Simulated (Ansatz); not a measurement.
## MoS2, pressure series

Consider MoS$_{2}$ in the 2H-MoS2 type structure (space group P6_3/mmc, No. 194; layered, stacked along the Cartesian z axis).

MoS2 is taken in the hexagonal space group P6₃/mmc (No. 194), Pearson symbol hP6. Lattice parameters: a = b = 3.149 Å, c = 12.090 Å, α = β = 90.00°, γ = 120.00°. Mo on 2c is surrounded by 6 S at 2.400 Å (trigonal prismatic). S on 4f sees 3 Mo at 2.400 Å (trigonal pyramidal). (Neighbours: up to the widest gap in distance over summed covalent radii, below 1.35, at either atom; cation-cation and far metal-metal contacts left out.)

Cell and atoms are relaxed at each pressure.

The values are results of PBE-D3(BJ) (Ansatz, a first-principles code; PAW; 420 eV plane waves; without spin-orbit coupling), not measurements.

Computed cases, in order: pressure −2 GPa; pressure −1 GPa; 0 GPa (base); pressure 3 GPa; pressure 7 GPa; pressure 15 GPa; pressure 30 GPa; pressure 50 GPa; pressure 75 GPa; pressure 100 GPa.

Q: Between which two neighbouring cases does the band gap open or close?

A: Between pressure 15 GPa (0.10 eV) and pressure 30 GPa (zero). The whole series: pressure −2 GPa: 1.04 eV; pressure −1 GPa: 0.87 eV; 0 GPa (base): 0.78 eV; pressure 3 GPa: 0.57 eV; pressure 7 GPa: 0.38 eV; pressure 15 GPa: 0.10 eV; pressure 30 GPa: zero; pressure 50 GPa: zero; pressure 75 GPa: zero; pressure 100 GPa: zero.

The mesh was chosen for an insulator and is coarse for the gapless case. Load acts through the strain it causes; cell and atoms are relaxed under it. No phonon test of stability was made. No other phases were tried under pressure. The final runs are not spin-polarised. A zero or small gap of MoS2 under pressure 15 GPa and MoS2 under pressure 30 GPa can be the functional's error rather than a property of the material.
